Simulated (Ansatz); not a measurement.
The reference is Si in the diamond structure (space group Fd-3m, No. 227; a = 5.434 Å).

One thing is altered: full substitution Si → C, then cell and atoms are relaxed.

Levels (all Ansatz, a quantum-chemistry and plane-wave program, PAW): PBEsol (420 eV, no SOC); r2SCAN (500 eV, without spin-orbit coupling); HSE06 (420 eV, no spin-orbit coupling).

One geometry, relaxed with PBEsol, under each level:

Notes on the quantities. hole mass: degenerate bands, along [100].

```json
[
 {"level": "PBEsol", "band gap": "4.03 eV", "lowest conduction level above the VBM at special points": "X 4.63 eV; K 5.56 eV; U 5.56 eV; Γ 5.57 eV", "electron mass": "1.6 mₑ along k, 0.29 mₑ across (off the special points)", "hole mass": "0.29, 0.29, 0.52 mₑ (at Γ)", "pressure": "0.00 GPa"},
 {"level": "r2SCAN", "band gap": "4.38 eV", "lowest conduction level above the VBM at special points": "X 5.05 eV; K 6.02 eV; U 6.02 eV; Γ 5.91 eV", "electron mass": "1.6 mₑ along k, 0.27 mₑ across (off the special points)", "hole mass": "0.28, 0.28, 0.47 mₑ (at Γ)", "pressure": "2.49 GPa"},
 {"level": "HSE06", "band gap": "___", "lowest conduction level above the VBM at special points": "___", "electron mass": "–", "hole mass": "–", "pressure": "–"}
]
```

### Question
Give the withheld HSE06 results.

### Answer

- HSE06, band gap: 5.31 eV
- HSE06, lowest conduction level above the VBM at special points: X 5.94 eV; K 6.93 eV; U 6.93 eV; Γ 7.01 eV

Single points use the geometry relaxed with PBEsol. Their cutoffs differ, which shifts pressures a little. The hybrid gap comes from the SCF mesh plus the semilocal run's edge points and a few special points and is an upper bound. Effective masses come from finite differences of ±0.01 Å⁻¹. Along k means along the line from Γ to the band edge. Whether these cells are dynamically stable was not tested.
